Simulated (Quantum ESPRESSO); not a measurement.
Input and output of a self-consistent single point for SrAsPt (P6_3/mmc, 6 atoms in the cell) (Quantum ESPRESSO).

Computed with LDA (PZ), GBRV 1.5 ultrasoft (LDA) pseudopotentials (plane waves; Quantum ESPRESSO).

The change in words: lattice scaled by 0.98. Reference geometry:
```
CELL_PARAMETERS angstrom
      4.28518     0.00000     0.00000
     -2.14259     3.71108     0.00000
      0.00000     0.00000     9.12241
ATOMIC_POSITIONS crystal
  Sr 0.00000 0.00000 0.50000
  Sr 0.00000 0.00000 0.00000
  As 0.33333 0.66667 0.75000
  As 0.66667 0.33333 0.25000
  Pt 0.33333 0.66667 0.25000
  Pt 0.66667 0.33333 0.75000
```

Reference input (self-consistent single point, DFT, LDA (PZ), plane waves, GBRV 1.5 ultrasoft (LDA) pseudopotentials): ecutwfc = 40 Ry; ecutrho = 320 Ry; occupations = smearing; smearing = fd; degauss = 0.0073499 Ry; potentials = {Sr: sr_lda_v1.uspp.F.UPF, As: as_lda_v1.uspp.F.UPF, Pt: pt_lda_v1.4.uspp.F.UPF}; K_POINTS = automatic 7 7 3 0 0 0; conv_thr = 1e-11 Ry. This run's input differs from it in these lines:

```diff
@@ -11,4 +11,4 @@
    ibrav = 4
-   A = 4.28518388
-   C = 9.12241300
+   A = 4.19947979
+   C = 8.93996500
    nat = 6
@@ -29,8 +29,8 @@
 ATOMIC_POSITIONS {angstrom}
-Sr    0.00000000    0.00000000    4.56120650
+Sr    0.00000000    0.00000000    4.46998250
 Sr    0.00000000    0.00000000    0.00000000
-As    0.00000000    2.47405207    6.84180975
-As    2.14259194    1.23702603    2.28060325
-Pt    0.00000000    2.47405207    2.28060325
-Pt    2.14259194    1.23702603    6.84180975
+As    0.00000000    2.42457079    6.70497375
+As    2.09973989    1.21228539    2.23499125
+Pt    0.00000000    2.42457079    2.23499125
+Pt    2.09973989    1.21228539    6.70497375
 K_POINTS {automatic}
```

The program printed (abridged):

```
     Self-consistent Calculation

     iteration #  1     ecut=    40.00 Ry     beta= 0.70

---- Real-time Memory Report at c_bands before calling an iterative solver
           327 MiB given to the printing process from OS
            96 MiB allocation reported by mallinfo(arena+hblkhd)
------------------

     negative rho (up, down):  4.630E-01 0.000E+00

     total energy              =    -640.40635852 Ry
     estimated scf accuracy    <       2.83726054 Ry

     iteration #  2     ecut=    40.00 Ry     beta= 0.70

---- Real-time Memory Report at c_bands before calling an iterative solver
   [... lines left out ...]
           388 MiB given to the printing process from OS
           128 MiB allocation reported by mallinfo(arena+hblkhd)
------------------

     negative rho (up, down):  4.782E-01 0.000E+00

     total energy              =    -642.08937655 Ry
     estimated scf accuracy    <          1.5E-10 Ry

     iteration # 13     ecut=    40.00 Ry     beta= 0.70

---- Real-time Memory Report at c_bands before calling an iterative solver
           388 MiB given to the printing process from OS
           128 MiB allocation reported by mallinfo(arena+hblkhd)
------------------

     negative rho (up, down):  4.782E-01 0.000E+00
     End of self-consistent calculation

     the Fermi energy is    11.0850 ev

!    total energy              =    -642.08937655 Ry
     estimated scf accuracy    <          3.6E-13 Ry
     smearing contrib. (-TS)   =      -0.00854627 Ry
     internal energy E=F+TS    =    -642.08083028 Ry

     convergence has been achieved in  13 iterations

     negative rho (up, down):  4.782E-01 0.000E+00

     Forces acting on atoms (cartesian axes, Ry/au):

     atom    1 type  1   force =     0.00000000    0.00000000    0.00000000
   [... zero for the other atoms too ...]

     Total force =     0.000000     Total SCF correction =     0.000000

     negative rho (up, down):  4.782E-01 0.000E+00
          total   stress  (Ry/bohr**3)                   (kbar)     P=       -5.62
   0.00000250   0.00000000   0.00000000            0.37        0.00        0.00
   0.00000000   0.00000250  -0.00000000            0.00        0.37       -0.00
   0.00000000  -0.00000000  -0.00011958            0.00       -0.00      -17.59

   JOB DONE.
```

The run converged in 13 iterations. Against the reference run the free energy drops by 25.4 meV/atom and the pressure goes from -5.41 to -0.56 GPa.

The starting cell comes from a database of computed structures (which also holds hypothetical and non-ambient phases and stackings), without a prior relaxation at this level. Its lattice was rescaled by a random factor within 2.5 % of one. For this run, on top of that: lattice scaled by 0.98. Spin polarisation is off.

Cost on one core of a shared machine: roughly 60 s.
